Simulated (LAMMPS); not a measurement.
Cu (fcc) at 1220 K and zero pressure, started from the crystal, with several potentials, in cells of their own sizes.

Interatomic potentials used:
- EAM-type AlCu.adp: classical MD, pair style adp, file AlCu.adp (LAMMPS); Apostol and Mishin, Phys Rev B 83, 054116 (2011)
- EAM-type AlCu.eam.alloy: classical MD, pair style eam/alloy, file AlCu.eam.alloy (LAMMPS); Cai and Ye, Phys Rev B, 54, 8398-8410 (1996)
- EAM-type CuNi.eam.alloy: classical MD, pair style eam/alloy, file CuNi.eam.alloy (LAMMPS); Onat and Durukanoglu, J Phys Cond Matt, 26, 035404 (2014)
- EAM-type CuZr_mm.eam.fs: classical MD, pair style eam/fs, file CuZr_mm.eam.fs (LAMMPS)
- EAM-type Cu_mishin1.eam.alloy: classical MD, pair style eam/alloy, file Cu_mishin1.eam.alloy (LAMMPS); Mishin, Phys Rev B, 63, 224106 (2001)
- EAM-type Cu_zhou.eam.alloy: classical MD, pair style eam/alloy, file Cu_zhou.eam.alloy (LAMMPS); Zhou et al, Acta Mater, 49, 4005 (2001)
- EAM-type smf7: classical MD, pair style eam, the elements' _smf7.eam files (smf7) (LAMMPS); Foiles, Phys Rev B 32, 7685 (1985)
- EAM-type universal-3 set of Foiles, Baskes and Daw: classical MD, pair style eam, the elements' _u3.eam files (universal-3 set of Foiles, Baskes and Daw) (LAMMPS); Foiles et al, Phys Rev B, 33, 7983 (1986)
- MEAM AlSiMgCuFe.meam: classical MD, pair style meam, file AlSiMgCuFe.meam (LAMMPS); Jelinek, Groh, Horstemeyer, Houze, Kim, Wagner, Moitra and Baskes, Phys Rev B, 85, 245102 (2012)
- MEAM library.meam-Cu: classical MD, pair style meam, file library.meam (library.meam-Cu) (LAMMPS); Baskes, Phys Rev B, 46, 2727-2742 (1992)
- SNAP Cu_Zuo_JPCA2020.quadratic.snap: MD with a machine-learned potential, pair style snap, file Cu_Zuo_JPCA2020.quadratic.snap (LAMMPS); Y. Zuo, C. Chen, X, Li, Z. Deng, Y. Chen, J. Behler, G. Csányi, A. V. Shapeev, A. P. Thompson, M. A. Wood, S. P. Ong, "Performance and Cost Assessment of Machine Learning Interatomic Potentials" J. Phys. Chem. A 124, 4, 731-745 (2020)
- SNAP Cu_Zuo_JPCA2020.snap: MD with a machine-learned potential, pair style snap, file Cu_Zuo_JPCA2020.snap (LAMMPS); Y. Zuo, C. Chen, X, Li, Z. Deng, Y. Chen, J. Behler, G. Csányi, A. V. Shapeev, A. P. Thompson, M. A. Wood, S. P. Ong, "Performance and Cost Assessment of Machine Learning Interatomic Potentials" J. Phys. Chem. A 124, 4, 731-745 (2020)
- bond-order AlCu.bop.table: classical MD, pair style bop, file AlCu.bop.table (LAMMPS); Zhou, Ward, and Foster, Phys. Chem. Chem. Phys., under consideration

```tsv
potential	state	volume	first peak of g(r)	coordination number	mean phonon frequency	rough cost (ms per atom and simulated ps)
bond-order AlCu.bop.table	crystal; no diffusion seen in 15 ps	12.060 ± 0.002 Å³/atom	2.54 Å, height 3.7	12.1 (counted to 3.14 Å)	-	30 to 100
EAM-type AlCu.adp	crystal; no diffusion seen in 30 ps	12.6472 ± 0.0009 Å³/atom	2.55 Å, height 3.7	12.2 (counted to 3.22 Å)	4.8 THz	1 to 3
EAM-type AlCu.eam.alloy	crystal; no diffusion seen in 30 ps	12.841 ± 0.001 Å³/atom	2.55 Å, height 3.4	12.2 (counted to 3.26 Å)	4.5 THz	1 to 3
EAM-type CuNi.eam.alloy	crystal; no diffusion seen in 30 ps	12.7229 ± 0.0006 Å³/atom	2.55 Å, height 3.4	12.3 (counted to 3.26 Å)	4.6 THz	0.3 to 1
EAM-type CuZr_mm.eam.fs	crystal; no diffusion seen in 30 ps	12.5850 ± 0.0009 Å³/atom	2.58 Å, height 3.6	12.2 (counted to 3.22 Å)	4.4 THz	3 to 10
EAM-type Cu_mishin1.eam.alloy	crystal; no diffusion seen in 30 ps	12.6453 ± 0.0003 Å³/atom	2.55 Å, height 3.6	12.1 (counted to 3.22 Å)	4.8 THz	0.3 to 1
EAM-type Cu_zhou.eam.alloy	crystal; no diffusion seen in 30 ps	12.585 ± 0.003 Å³/atom	2.54 Å, height 3.3	12.3 (counted to 3.26 Å)	4.3 THz	1 to 3
EAM-type smf7	crystal; no diffusion seen in 30 ps	12.7323 ± 0.0002 Å³/atom	2.55 Å, height 3.5	12.3 (counted to 3.26 Å)	4.6 THz	0.3 to 1
EAM-type universal-3 set of Foiles, Baskes and Daw	crystal; no diffusion seen in 30 ps	12.6678 ± 0.0009 Å³/atom	2.55 Å, height 3.5	12.3 (counted to 3.26 Å)	4.6 THz	0.3 to 1
MEAM AlSiMgCuFe.meam	crystal; no diffusion seen in 30 ps	12.659 ± 0.001 Å³/atom	2.54 Å, height 3.5	12.2 (counted to 3.26 Å)	4.5 THz	3 to 10
MEAM library.meam-Cu	crystal; no diffusion seen in 30 ps	12.1062 ± 0.0006 Å³/atom	2.57 Å, height 5.0	12.0 (counted to 3.14 Å)	6.9 THz	3 to 10
SNAP Cu_Zuo_JPCA2020.quadratic.snap	crystal; no diffusion seen in 15 ps	13.044 ± 0.004 Å³/atom	2.56 Å, height 3.5	12.3 (counted to 3.30 Å)	4.5 THz	30 to 100
SNAP Cu_Zuo_JPCA2020.snap	crystal; no diffusion seen in 15 ps	12.639 ± 0.003 Å³/atom	2.58 Å, height 3.7	12.1 (counted to 3.22 Å)	4.8 THz	30 to 100
```

Costs are rough: whole-run CPU time with set-up and analysis, from shared machines, in bands a factor of about three wide.

Caution (rows bond-order AlCu.bop.table; SNAP Cu_Zuo_JPCA2020.quadratic.snap; SNAP Cu_Zuo_JPCA2020.snap): a run this short can hold a crystal over, or a liquid under, the potential's own melting point, which these runs don't give.

Caution (row EAM-type Cu_zhou.eam.alloy): this crystal lies over the melting point of about 1140 K that EAM-type Cu_zhou.eam.alloy gives, so it is superheated.

Caution: the potential MEAM library.meam-Cu is a first-neighbour MEAM set with a 4 Å cutoff, used here without a parameter file and away from the static properties it was fitted to.

States go by the mean squared displacement: a species diffuses where it passes 1.5 Å², still rises and gives D over 1e-6 cm²/s; a crystal has left its structure where atoms lie 0.35 Å off their sites on average or a cubic box changes its shape by 3 %, or the axial ratios of another lie 8 % off the starting cell's, which the potential's own relaxation can also do.

Uncertainties are statistical and leave out the potential's own error.
